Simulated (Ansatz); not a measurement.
Effect of biaxial strain −0.42 %, plane normal [111], relaxed out of plane on Pt

Start from Pt in the fcc (Cu type) structure (space group Fm-3m, No. 225; a = 3.895 Å; relaxed with 0.1 eV smearing). Axes: x, y, z lie along the cube axes.

Now apply this change: biaxial strain −0.42 %, plane normal [111], relaxed out of plane (Cartesian); in-plane vectors clamped, the third vector and the atoms free.

Method: LDA (Ansatz, an electronic-structure program; PAW; 420 eV plane waves; no SOC). Γ-centred 29×29×29 mesh, Fermi–Dirac width 0.1 eV.

| quantity | base | changed | shift |
|---|---|---|---|
| volume per atom | 14.78 Å³ | 14.72 Å³ | -0.053 Å³ |
| space group | Fm-3m (No. 225) | R-3m (No. 166) | – |
| shortest interatomic distance | 2.754 Å | 2.743 Å | -0.0116 Å |
| energy relative to the base (free energy F) | 0 meV/atom | +0.6 meV/atom | +0.6 meV/atom |
| pressure (mean of the normal stresses, compression positive) | 0.0 GPa | 1.1 GPa | +1.1 GPa |
| band gap | zero | zero | – |
| out-of-plane strain | – | +0.49 % | – |
| mean in-plane stress (compression positive) | – | +1.7 GPa | – |

Stability against distortions was not tested. All final runs are without spin polarisation.
